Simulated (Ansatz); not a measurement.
Structures of equal composition on the (0001) surface of hcp Ru: a layer of Au in place of the second plane; a layer of Au in place of the third plane. The slabs share one bottom face, and each structure is named by its start. These are constructed structures in small cells; real faces may alloy, dewet or reconstruct in larger ones, and not all known structures of the face are among them. Slabs of about 11 Å, Fermi-Dirac smearing of 0.1 eV. Bottom of the slabs: a bare face, its two planes held. Relaxed from the named starts with such symmetry as they have, on meshes of like density; energies extrapolated to zero smearing; spin only where a row says so; no spin-orbit coupling, no U. Brackets mark spin-polarised runs, whose order is one that fits the cell.

These are PBE (plane waves to 420 eV, PAW; Ansatz, a quantum-chemistry and plane-wave program) values and carry that method's errors.

Question: Rank these by energy per 1x1 cell (lowest first), as PBE gives it.

Answer: a layer of Au in place of the third plane (0.000 eV), a layer of Au in place of the second plane (0.428 eV)
